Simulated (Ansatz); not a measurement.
**MoS2: energy against strain**

MoS2 (2H layered, P6_3/mmc, 16.336 Å³/atom at rest, c along z) under an equal strain ε in the (0001) plane with the normal axis free, as in a coherent film. PBEsol-D3(BJ) in Ansatz, a plane-wave DFT program (PAW, default set), 420 eV, 12×12×3 Γ-centred mesh, Fermi-Dirac smearing 0.05 eV; ions are relaxed within the symmetry of each cell.

Here s stands for strain and y for E less E0.

```
strain (%)  E less E0 (meV/atom)
----------  --------------------
-1.20                       4.62
-0.60                       1.14
0.00                        0.00
0.60                        1.12
1.20                        4.43
3.00                           ?
```

Q: Using a parabola, estimate the missing y at s = 3.00 from the other rows, showing the fit.

A: Least squares gives y = -0.001 - 0.0667·s + 3.1429·s². Residuals (row less fit): 0.015, -0.030, 0.001, 0.030, -0.015; standard error 0.034 (degrees of freedom: 2). Twice the quadratic coefficient over the volume, 2 × 3.1429 meV × 10⁴ × 0.1602 / 16.336 Å³, is twice the biaxial elastic modulus of this plane = 616 ± 5 GPa. At the withheld row, y = -0.001 - 0.0667 × 3.0 + 3.1429 × 3.0² = 28.085 meV/atom. The calculation gives 26.72 meV/atom, 1.365 meV/atom below the prediction (5.1 % of the range of y in the table). The row lies outside the fitted rows, so this is an extrapolation. From the scatter of the fitted rows alone, a prediction at this place has a standard error of 0.216 meV/atom, so the miss is 6.3 times that.

One order more, fitted to all 11 runs of the series, follows each within 0.01, so the miss is the next term of a smooth law. Rows are the converged runs of the series near zero and its far end; series whose fitted rows scatter by over a few per cent of the range, as at a crossing or softening among them, aren't shown in this form. Most that stay on the fit to the last digits aren't either.
